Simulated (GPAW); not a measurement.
Input and output of a self-consistent single point for K2RbScCl6 (Fm-3m, 10 atoms in the cell) (GPAW).

Method: PBEsol, GPAW PAW datasets PBEsol (made by gpaw-setup) (plane waves; GPAW).

```
CELL_PARAMETERS angstrom
      0.00000     5.58116     5.58116
      5.58116     0.00000     5.58116
      5.58116     5.58116     0.00000
ATOMIC_POSITIONS crystal
  K  0.75000 0.75000 0.75000
  K  0.25000 0.25000 0.25000
  Rb 0.50000 0.50000 0.50000
  Sc 0.00000 0.00000 0.00000
  Cl 0.77662 0.22338 0.22338
  Cl 0.22338 0.77662 0.77662
  Cl 0.22338 0.77662 0.22338
  Cl 0.77662 0.22338 0.77662
  Cl 0.22338 0.22338 0.77662
  Cl 0.77662 0.77662 0.22338
```

Reference input (self-consistent single point, DFT PBEsol, plane waves, GPAW PAW datasets PBEsol (made by gpaw-setup)): mode = pw; ecut = 850 eV; xc = PBEsol; kpts = 3 3 3; mesh shift (steps) = 0 0 0; occupations.name = fermi-dirac; occupations.width = 0 eV; nbands = -6; convergence.density = 1e-05 e/electron; convergence.energy = 1e-05 eV/electron; convergence.bands = -4; symmetry.symmorphic = false. This run's input differs from it in these lines:

```diff
@@ -20,3 +20,3 @@
 
-calc = GPAW(mode=PW(850),
+calc = GPAW(mode=PW(680),
             xc='PBEsol',
```

Output, abridged:

```
     iter     time        total  log10-change:
                         energy   eigst   dens
iter:   1 --:--:--   -41.347169   +0.40
iter:   2 --:--:--   -41.211758   +0.02  -1.27
iter:   3 --:--:--   -40.467957   -0.78  -1.32
iter:   4 --:--:--   -40.246984   -0.98  -1.47
iter:   5 --:--:--   -40.433476   -1.08  -1.64
   [... 4 lines left out ...]
iter:  10 --:--:--   -40.230789   -3.11  -2.77
iter:  11 --:--:--   -40.233004   -2.97  -2.68
iter:  12 --:--:--   -40.230405   -3.64  -2.92
iter:  13 --:--:--   -40.230472   -4.14  -3.45
iter:  14 --:--:--   -40.230391c  -4.49  -3.40
iter:  15 --:--:--   -40.230417c  -4.80  -3.50
   [... lines left out ...]
iter:  18 --:--:--   -40.230433c  -5.56  -3.73
   [... 5 lines left out ...]
iter:  24 --:--:--   -40.230423c  -6.84  -4.05
iter:  25 --:--:--   -40.230421c  -6.91  -4.02
iter:  26 --:--:--   -40.230424c  -6.40  -4.11
iter:  27 --:--:--   -40.230423c  -7.04  -4.23
iter:  28 --:--:--   -40.230424c  -7.55c -4.27
iter:  29 --:--:--   -40.230424c  -7.42c -4.42
iter:  30 --:--:--   -40.230424c  -8.54c -4.56
iter:  31 --:--:--   -40.230424c  -7.66c -4.63
iter:  32 --:--:--   -40.230424c  -7.78c -4.77
iter:  33 --:--:--   -40.230424c  -8.23c -4.80
iter:  34 --:--:--   -40.230424c  -8.33c -4.99
iter:  35 --:--:--   -40.230424c  -9.06c -5.28c
Converged after 35 iterations.

Dipole moment: (0.000000, 0.000000, 0.000000) |e|*Ang

Energy contributions relative to reference atoms: (reference = -209754.503601)

Kinetic:        +22.779331
Potential:      -26.617501
External:        +0.000000
XC:             -35.440132
Entropy (-ST):   +0.000000
Local:           -0.952122
SIC:             +0.000000
--------------------------
Free energy:    -40.230424
Extrapolated:   -40.230424

Showing only first 2 kpts
 Kpt  Band  Eigenvalues  Occupancy
  0    38     -0.50899    2.00000
  0    39     -0.50899    2.00000
  0    40      3.52872    0.00000
  0    41      3.52872    0.00000

  1    38     -0.71785    2.00000
  1    39     -0.61523    2.00000
  1    40      3.61825    0.00000
  1    41      3.69828    0.00000

Fermi level: 1.50499

Gap: 4.028 eV
Transition (v -> c):
   [... lines left out ...]
Direct gap: 4.034 eV
   [... lines left out ...]
  4 Cl   -0.14557    0.00000    0.00000
  5 Cl    0.14557   -0.00000    0.00000
  6 Cl   -0.00000   -0.14557    0.00000
  7 Cl   -0.00000    0.14557   -0.00000
  8 Cl   -0.00000    0.00000   -0.14557
  9 Cl    0.00000   -0.00000    0.14557

Stress tensor:
     0.006853     0.000000     0.000000
     0.000000     0.006853    -0.000000
     0.000000    -0.000000     0.006853
Stress (GPa, Voigt): [ 1.098  1.098  1.098 -0.     0.     0.   ]
```

The run converged in 35 iterations. GPAW prints stress with tension positive. Against the reference run the free energy rises by 1.5 meV/atom, the pressure hardly changes (-1.08 to -1.10 GPa), the largest force moves little (0.145 to 0.146 eV/Å) and the gap on the mesh hardly changes (4.027 to 4.028 eV).

The starting cell comes from a database of computed structures (which also holds hypothetical and non-ambient phases and stackings), without a prior relaxation at this level.

Cost on one core of a shared machine: roughly 3 min.
